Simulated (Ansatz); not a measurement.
Input and output of a self-consistent single point for ZrNi (Cm, 4 atoms in the cell) (Ansatz, a quantum-chemistry and plane-wave program).

Method: PBEsol, default PAW files made with PBE (plane waves; Ansatz).

```
ZrNi
1.0
    1.63941    -5.04623     0.00000
    1.63941     5.04623     0.00000
    0.00000     0.00000     4.05742
Zr Ni
2 2
Direct
  0.63783   0.36217   0.26232
  0.36217   0.63783   0.75000
  0.91683   0.08317   0.25000
  0.08317   0.91683   0.75000
```

Reference input (self-consistent single point, DFT, PBEsol, plane waves, default PAW files made with PBE): basis.ecutwfc = 420 eV; kpoints.mp_grid.grid = 9 9 7; hamiltonian.xc = pbesol; hamiltonian.pseudopotentials = {kind: paw} (the program's default PAW files); scf.occupations.method = fermi_dirac; scf.occupations.width = 0.1 eV. This run's input differs from it in these lines:

Ansatz 0.2 input:
```diff
@@ -13,3 +13,3 @@
 kpoints:
-  mp_grid: { grid: [9, 9, 7] }
+  mp_grid: { grid: [15, 15, 12] }
 hamiltonian:
@@ -18,3 +18,3 @@
 scf:
-  occupations: { method: fermi_dirac, width: 0.1 eV }
+  occupations: { method: cold, width: 0.3 eV }
 output:
```

Log, with long lists cut:

```
SCF iter   1: F=—  HF=-19869.093808 eV  |F-HF|=—  |Δ(HF+E_count)|=         —  Δρ=2.71e-2  dr2=3.26e-1  ethr=1.77e-3  ⟨swp⟩=4.4  Hψ=81611  notcnv=0
all-band conjugate gradients solve this SCF's bands
preconditioner: auto → Kerker (q_TF=auto, 2.678 Å⁻¹)
SCF iter   2: F=—  HF=-19869.066033 eV  |F-HF|=—  |Δ(HF+E_count)|=   2.78e-2  S|Δr|=    0.00e0  Δρ=7.29e-3  dr2=2.65e-2  ethr=5.44e-4  ⟨swp⟩=1.0  Hψ=32032  notcnv=0
   [... lines left out ...]
SCF iter   5: F=—  HF=-19869.063164 eV  |F-HF|=—  |Δ(HF+E_count)|=   9.20e-6  S|Δr|=    0.00e0  Δρ=7.76e-5  dr2=4.55e-6  ethr=1.86e-7  ⟨swp⟩=1.5  Hψ=29748  notcnv=0
SCF iter   6: F=—  HF=-19869.063168 eV  |F-HF|=—  |Δ(HF+E_count)|=   4.22e-6  S|Δr|=    0.00e0  Δρ=2.50e-5  dr2=2.83e-7  ethr=7.59e-9  ⟨swp⟩=2.4  Hψ=46321  notcnv=0
SCF iter   7: F=-19869.063168 eV  HF=-19869.063168 eV  |F-HF|=1.58e-8  |Δ(HF+E_count)|=   3.94e-8  S|Δr|=    0.00e0  Δρ=6.32e-6  dr2=2.66e-8  ethr=1.67e-10  ⟨swp⟩=4.2  Hψ=95687  notcnv=0
SCF 1 converged in 7 iterations: F = -19869.063168 eV  dr2 = 2.66e-8
Stability not checked (fill_not_monotonic)
Free energy (F): -19869.063168 eV
Internal energy: -19869.074845 eV  (E = F + TS)
E sigma→0 (E₀):  -19869.067060 eV
Entropy (-TS):   0.011677 eV (2.919 meV/atom)
Fermi energy:    15.476011 eV
--- Forces (eV/Å), atoms counted from 1 ---
  atom   1  Zr     0.00000000    -0.03773845    -0.30715336
  atom   2  Zr     0.00000000     0.03310550     0.09560081
  atom   3  Ni     0.00000000    -0.08135384     0.04945685
  atom   4  Ni     0.00000000     0.08598204     0.16209723
--- Stress (GPa, compression-positive) ---
       -4.630869       0.000000       0.000000
        0.000000      -6.120561      -0.083169
        0.000000      -0.083169      -5.319329
  P = ⅓ Tr σ = -5.3569 GPa (-53.569 kbar)
  The stress holds the Pulay correction. Without it, at fixed plane waves, as pw.x and ABINIT print it: P = -5.3930 GPa
```

The run converged in 7 iterations. Against the reference run the free energy rises by 13.0 meV/atom, the pressure goes from -5.22 to -5.36 GPa and the largest force hardly changes (0.305 to 0.309 eV/Å).

The starting cell comes from a database of computed structures (which also holds hypothetical and non-ambient phases and stackings), without a prior relaxation at this level. Its lattice was rescaled by up to half a per cent. One atom was moved a little off its site on purpose. Spin polarisation is off. With a pressure of about -5 GPa the cell is away from its equilibrium volume at this level. Ansatz's pressure includes its estimate of the finite-basis (Pulay) stress.

Cost on one core of a shared machine: roughly 80 s.
